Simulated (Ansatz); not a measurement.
Defect migration in 4H silicon carbide: interstitial B, charge state +3. The step: a direct jump of one B atom; the atom moves 2.38 Å along (0.77, 0.00, 0.00) of the unit cell; the moving atom starts with neighbours 2 C at 1.60, C at 1.62; Si at 2.15, 2 Si at 2.16 Å and ends with 2 C at 1.60, C at 1.62; Si at 2.15, 2 Si at 2.16 Å. A PBE band in Ansatz (plane-wave PAW, the Γ point alone, 72 host sites, 105 SCF runs with any check of the saddle's order, static, no finite-size correction) gives a forward barrier of 2.88 eV. The program found a first-order saddle point. The charge state is imposed; whether it is stable for some Fermi level was not computed. Sites that were not tried may lie lower. The start lies 0.14 eV above the lowest site run (PBE).

Single points at the band's start and saddle point can refine it. Rough cost of one point, in units of the band's mean SCF on the same machine:

| Level | Cost of one point |
|---|---|
| PBE, a 2×2×2 k-point mesh shifted by half a step along c | about 8 |
| r2SCAN at 500 eV, the Γ point alone | about 5 |

Q: Which of these move the barrier by more than 0.1 eV, and how far does each move it?

A: PBE, a 2×2×2 k-point mesh shifted by half a step along c: -0.12 eV; r2SCAN at 500 eV, the Γ point alone: +0.23 eV. Each functional is compared with PBE at the same k-points.

Ansatz is a first-principles code.
